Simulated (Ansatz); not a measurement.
## How far to go with the plane-wave cutoff: BiSb (R3m, 2 atoms in the cell)

```xyz
2
Lattice="2.2152 1.2789 3.9553 -2.2152 1.2789 3.9553 0.0000 -2.5579 3.9553" Properties=species:S:1:pos:R:3 pbc="T T T"
Sb     0.0000     0.0000     9.1633
Bi     0.0000     0.0000     2.7524
```

Computed with PBEsol, default PAW files made with PBE (plane waves; Ansatz, a program for electronic structure).

Base settings: basis.ecutwfc = 420 eV; kpoints.mp_grid.grid = 7 7 7; hamiltonian.xc = pbesol; hamiltonian.pseudopotentials = {kind: paw} (the program's default PAW files); scf.occupations.method = fermi_dirac; scf.occupations.width = 0.1 eV.

The second cell is the first with its lattice scaled by 0.98.

The mesh stays at the base's, so the ladder's end is converged at best in this setting alone.

The first pressure column holds Ansatz's estimate of the finite-basis (Pulay) stress, which hides part of the cutoff error; the other is without it.

Only quantities that move along the ladder and can be compared are tabulated.

The count of work is k-points × plane waves × bands × iterations; it is no time. 

The starting cell comes from a database of computed structures (which also holds hypothetical and non-ambient phases and stackings), without a prior relaxation at this level. Its lattice was rescaled by up to half a per cent. One atom was moved a little off its site on purpose. A gap is left out here, as mesh or smearing make it unsure.

```csv
basis.ecutwfc,free energy less the last step's (meV/atom),energy of the compressed cell less the first (meV/atom),pressure (GPa),pressure without the Pulay estimate (GPa),largest difference of a force vector from the last step's (eV/Å),count of work / last
145 eV,89192.21,118.13,-8.55,-1574.18,1.451,0.084
170 eV,33184.12,-45.33,2.36,-729.68,0.359,0.090
190 eV,14599.89,-114.00,-3.75,-367.05,0.680,0.11
210 eV,6312.18,6.47,0.02,-178.74,0.010,0.11
230 eV,2676.34,9.26,-0.15,-85.25,0.321,0.13
250 eV,1096.97,26.92,0.20,-39.64,0.141,0.12
295 eV,118.41,18.37,-0.17,-6.15,0.011,0.16
335 eV,12.18,17.00,-0.28,-1.02,0.000,0.19
380 eV,2.31,17.13,-0.27,-0.30,0.001,0.23
420 eV,1.56,17.10,-0.27,-0.30,0.000,0.27
460 eV,0.74,17.07,-0.27,-0.30,0.000,0.31
505 eV,0.33,17.06,-0.27,-0.28,0.000,0.36
565 eV,0.23,17.06,-0.27,-0.28,0.000,0.42
630 eV,0.14,17.06,-0.27,-0.28,0.000,0.49
735 eV,0.09,17.06,-0.27,-0.28,0.000,0.61
840 eV,0.05,17.06,-0.27,-0.28,0.000,0.76
1010 eV,0.00,17.06,-0.27,-0.28,0.000,1.0
```

Coarsest basis.ecutwfc that holds the energy of the compressed cell less the first within 2 meV/atom of the last step, with all finer ones: 295 eV, at 0.16 of the last step's count of work; the step before is off by 9.9 meV/atom.

Coarsest basis.ecutwfc that holds the pressure within 1 GPa of the last step, with all finer ones: 210 eV, at 0.11 of the last step's count of work; the step before is off by 3.5 GPa.

Coarsest basis.ecutwfc that holds the free energy within 1 meV/atom of the last step, with all finer ones: 460 eV, at 0.31 of the last step's count of work; the step before is off by 1.6 meV/atom.

The energy difference between the two cells stays within 1 meV/atom of the last step's from 335 eV on, the total only from 460 eV on: much of the error is common to both cells and cancels.

At the lowest cutoff the pressure without the Pulay estimate lies 1570 GPa under the last step's, the usual sign of Pulay stress in an incomplete plane-wave basis.

Keys are those of Ansatz 0.2.
